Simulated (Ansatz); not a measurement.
For Ti₂Ag (I4/mmm, No. 139; structure not from a measured cell), LDA (PAW; Ansatz, a first-principles code) gives:

| Quantity | Value |
|---|---|
| lattice constant a | 2.837 Å |
| lattice parameter c | 11.934 Å |

**Question.** What does r²SCAN (Ansatz, PAW) give for the same quantities?

**Answer.** 
- lattice constant a: 2.921 Å (increases by 3.0 %)
- lattice parameter c: 12.013 Å (goes up by 0.7 %)

Changes are worked out from the printed values.

Unless a cell is named, each level is at its own relaxed cell (LDA 16.00, r²SCAN 17.08 Å³/atom).

Caveats: the relaxation could not lower the start's symmetry, so the cell can be a saddle point above a distorted one (LDA, r²SCAN). Ansatz's density-functional and Hartree–Fock values are scalar-relativistic unless marked +SOC, with PAW data made under PBE.
